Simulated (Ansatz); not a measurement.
For ZrN (model structure, started from the NbAs type, I4₁md, No. 109, 4 atoms in the cell), PBE (PAW; Ansatz, a program for electronic structure) gives:

```
Quantity               Value
------------------  --------
lattice constant a   3.000 Å
c axis length       11.036 Å
```

Problem. What does PBE-D3(BJ) (Ansatz, PAW) give for the same quantities?

Solution. 
- lattice constant a: 2.976 Å (falls by 0.8 %)
- lattice parameter c: 10.947 Å (decreases by 0.8 %)

Changes are worked out from the printed values.

Unless a cell is named, each level is at its own relaxed cell (PBE 12.42, PBE-D3(BJ) 12.12 Å³/atom).

Ansatz's density-functional and Hartree–Fock values are scalar-relativistic unless marked +SOC, with PAW data made under PBE.

A model structure was made by putting elements into a prototype or built by hand; it is no filed structure, need not be a known phase, and can be a saddle point held by its symmetry.
